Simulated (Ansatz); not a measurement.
The starting structures come from a database of crystals and need not be the phases stable at ambient conditions.

 Where the default PAW files enter, the runs use the earlier of Ansatz's two default sets.

By PBEsol, the system below comes out a metal.

A figure of merit of an interconnect metal is its ballistic conductance per area.

```yaml
crystal:
  lattice:
    - [5.29295, 0.00000, 0.00000]
    - [-2.64647, 4.58383, 0.00000]
    - [2.64647, 1.52794, 1.08042]
  atoms:
    - { symbol: Sb, position: [0.00000, 0.00000, 0.00000] }
```

Space group of this cell: Im-3m, bcc (W type). The cell is taken as given; by PBEsol its mean pressure is -0.7 GPa.

The current flows along the normal of the first two printed cell vectors, the (111) plane of the conventional cell. No spin-orbit coupling; the value is a mean over 0.1 eV about the Fermi level.

Estimate the ballistic conductance per area that PBEsol (Ansatz, a first-principles code) returns for this system.

1.3 × 10¹⁵ S/m² for both spins.
